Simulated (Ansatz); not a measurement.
Pressure series in RhPb

Start from RhPb (space group P6/mmm, No. 191; a = 5.663 Å, c = 4.442 Å).

Cell and atoms are relaxed at each pressure.

Computed with Kohn–Sham DFT with the PBEsol functional, run in Ansatz (a program for electronic structure) with PAW and 420 eV plane waves, no SOC.

```
pressure (GPa)  volume per atom (Å³/atom)
--------------  -------------------------
0                                  20.560
0.3                                20.513
0.7                                     ?
1.5                                20.330
3                                  20.115
5                                  19.849
```

Fit the third-order Birch–Murnaghan form P(V) = (3B₀/2)[(V₀/V)^(7/3) − (V₀/V)^(5/3)]·[1 + (3/4)(B₀′ − 4)((V₀/V)^(2/3) − 1)] (squares taken in P) to the rows shown and predict the withheld row.

Least squares on the printed values gives V₀ = 20.560 Å³/atom, B₀ = 129 GPa, B₀′ = 5.3; this predicts 20.451 Å³/atom, and the run gives 20.452 Å³/atom, in agreement.

Load acts through the strain it causes; cell and atoms are relaxed under it. No phonon test of stability was made. Competing high-pressure phases were not computed. All final runs are without spin polarisation.
